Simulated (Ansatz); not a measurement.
The starting structures come from a database of crystals and need not be the phases stable at ambient conditions.

Evanescent states of TiZnO3 (R-3, not sure to be the ambient phase, 10 atoms a cell, 10.7 Å³ an atom, -8 GPa at this level) along the normal of (101)

The numbers are results of PBEsol (plane waves, PAW; Ansatz, a first-principles code), not measurements.

No gap correction and no spin-orbit coupling; mid-gap values are interpolated between computed energies.

Energies count from the valence-band top; κ is the least over a 8×6 mesh across the current.

| E (eV) | κ (1/Å) | where |
|---|---|---|
| 0.07 | 0.151 | off Γ |
| 0.23 | 0.241 | off Γ |
| 0.38 | 0.285 | off Γ |
| 0.53 | 0.310 | Γ |
| 0.68 | 0.329 | Γ |
| 0.82 | 0.345 | Γ |
| 0.97 | 0.358 | Γ |
| 1.12 | 0.369 | Γ |
| 1.27 | 0.377 | Γ |
| 1.43 | 0.384 | Γ |
| 1.57 | 0.390 | Γ |
| 1.73 | 0.394 | Γ |
| 1.88 | 0.397 | Γ |
| 2.02 | 0.399 | Γ |
| 2.17 | 0.387 | off Γ |
| 2.33 | 0.372 | off Γ |
| 2.48 | 0.352 | off Γ |
| 2.62 | 0.328 | off Γ |
| 2.77 | 0.290 | off Γ |
| 2.92 | 0.202 | off Γ |

### Question
How thick must the barrier be to attenuate the transmission by 10^4 when the electrodes' Fermi level lies at 0.97 eV, and what attenuation does that film give at 0.53 eV?

### Answer
d = 4 ln 10 / (2 × 0.358) = 12.9 Å. At 0.53 eV it gives 4 × 0.310/0.358 = 3.5 decades.
